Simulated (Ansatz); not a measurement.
Stishovite (SiO2), treated with G0W0@PBE (hard PAW, contour deformation, complete-basis limit; Ansatz, a program for electronic structure).

Run with largest k mesh 6×6×10 (not extrapolated in the mesh).

Cell (measured lattice):

Space group P4₂/mnm (No. 136); a = 4.1790 Å, b = 4.1790 Å, c = 2.6649 Å, α = 90.00°, β = 90.00°, γ = 90.00°

| atom | site | symmetry | x | y | z |
|---|---|---|---|---|---|
| Si | 2a | m.mm | 0.0000 | 0.0000 | 0.0000 |
| O | 4f | m.2m | 0.3055 | 0.3055 | 0.0000 |

**Question.** What does this level give for the band gap?

**Answer.** 
* **band gap**: 8.78 eV (direct)

Note: cell and atoms aren't relaxed at this level; the gap holds a correction of +0.45 eV to the complete basis.

Static lattice: no zero-point or thermal effects.
